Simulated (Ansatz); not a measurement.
An Ansatz (a first-principles code) run: Ir with a change (isotropic strain −2.00 %); plane-wave PAW DFT at the PBE level (Ansatz, 420 eV), no SOC.

Input:

Ansatz 0.2 input:
```yaml
crystal:
  lattice:
    - [0, 1.8970695876, 1.8970695876]
    - [1.8970695876, 0, 1.8970695876]
    - [1.8970695876, 1.8970695876, 0]
  atoms:
    - { symbol: Ir, position: [0, 0, 0] }
basis: { ecutwfc: 420, ecutrho_ratio: 4, xc_grid: 2, fft_grid_basis: typed }
kpoints: { mp_grid: { grid: [29, 29, 29] } }
hamiltonian:
  xc: pbe
  dispersion: none
  pseudopotentials: { kind: paw }
scf: { occupations: { method: fermi_dirac, width: 0.1 }, convergence: { dr2_threshold: 0.0000000001 } }
relax: { f_tol: 0.005, max_steps: 50 }
output: { forces: true, stress: true }
checkpoint: { write: state.ck, write_every: 1000 }
```

Output (explanatory and most iteration lines left out):

```
Relaxation: its limit of steps is 50 (relax.max_steps)
Pseudopotential: Ir, paw, valence charge 17
Crystal: 1 atoms, lattice volume = 13.655 Å³
Basis set: ecut = 420 eV, 283 PW (Γ), exchange–correlation on 36×36×36 points (8 copies of the dense FFT grid, shifted against one another)
Bands: 13, of which v1, the nominal top of the filled ones, is band 9 counted from 1 (8 counted from 0)
Symmetry: 48 space group operations
Space group: Fm-3m (ITA 225), of the structure as read, at distance tolerance 2.4e-5 Å
k-points: 680 of 24389
Functional: x = pbe(κ = 0.804, μ = 0.2195149727645171), c = pbe(β = 0.06672455060314922)
SCF iter   1: F=—  HF=-11935.263321 eV  |F-HF|=—  |Δ(HF+E_count)|=         —  Δρ=4.34e-3  dr2=4.94e-4  ethr=1.77e-3  ⟨swp⟩=5.0  Hψ=44525  notcnv=0
SCF iter   2: F=—  HF=-11935.263761 eV  |F-HF|=—  |Δ(HF+E_count)|=   4.40e-4  Δρ=2.20e-3  dr2=1.04e-4  ethr=2.90e-6  ⟨swp⟩=2.0  Hψ=17072  notcnv=0
SCF 1 converged in 7 iterations: F = -11935.264009 eV  dr2 = 8.57e-13
relax step   1: F+E_penalty+E_count = -11935.26400939 eV  Δ(F+E_penalty+E_count) = +0.000e0 eV  max|allowed force component| = 0.000e0 eV/Å  Δτ_max = 0.0000 Å  (7 SCF iters, accepted)
SCF converged after 7 iterations
Free energy (F): -11935.264009 eV
Internal energy: -11935.236280 eV  (E = F + TS)
E sigma→0 (E₀):  -11935.250145 eV
Entropy (-TS):   -0.027729 eV (-27.729 meV/atom)
Fermi energy:    26.979555 eV
--- Forces (eV/Å), atoms counted from 1 ---
  atom   1  Ir    -0.00000000     0.00000000     0.00000000
--- Stress (GPa, compression-positive) ---
       24.496110       0.000000       0.000000
        0.000000      24.496110      -0.000000
        0.000000      -0.000000      24.496110
  P = ⅓ Tr σ = 24.4961 GPa (244.961 kbar)
--- Relaxed structure (1 steps of the walk, 1 accepted, 0 SCFs on fresh bases) ---
  atoms:
    - { symbol: Ir, position: [0.0, 0.0, 0.0] }
```

No phonon test of stability was made. The final runs are not spin-polarised. The cell was made from Ir in the fcc (Cu type) structure (space group Fm-3m, No. 225) by this change: isotropic strain −2.00 %.
